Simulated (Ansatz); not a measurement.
## Effect of isotropic strain −0.32 % on P

Consider P in the black-P type structure (space group Cmce, No. 64; a = 3.302 Å, b = 10.691 Å, c = 4.467 Å; layered, stacked along the Cartesian y axis).

One thing is altered: the cell is scaled by 0.9968 in all directions; the atoms relax in the strained cell.

Computed with DFT with r2SCAN+rVV10, PAW potentials and a 500 eV plane-wave cutoff in Ansatz (a first-principles code), scalar-relativistic without spin-orbit coupling, earlier PAW set. Γ-centred 10×10×8 mesh, Fermi–Dirac width 0.05 eV.

The volume per atom drops by 0.19 Å³, from 19.71 Å³ to 19.52 Å³ and the space group is still Cmce (No. 64). The shortest interatomic distance falls by 0.003 Å to 2.210 Å and the energy hardly moves. The pressure (mean of the normal stresses, compression positive) goes from zero to 0.4 GPa and the band gap is still zero.

Cost of the whole job for the changed cell (relaxation, final SCF and bands): about 70 core-seconds (a rough figure).

Whether these cells are dynamically stable was not tested. Gaps under 0.05 eV, about the width of the smearing, are given as zero. A zero or small gap of P can be the functional's error rather than a property of the material.
